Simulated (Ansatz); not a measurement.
Consider Rh in the fcc (Cu type) structure (space group Fm-3m, No. 225; a = 3.8015 Å; relaxed with 0.1 eV smearing).

The values are results of Ansatz (a quantum-chemistry and plane-wave program) r2SCAN, no spin-orbit coupling, not measurements.

Before the change:

The pressure is 0.0 GPa.

Perturbation: the cell is scaled by 1.0113 in all directions; the atoms relax in the strained cell.

Problem. What does the calculation give for the energy relative to the base and pressure after the change?

Solution. The energy grows by 13 meV/atom; the pressure goes from zero to -8.6 GPa.

Stability against distortions was not tested. All final runs are without spin polarisation. Rh lies near a magnetic instability that expansion can trigger; it was not tested.
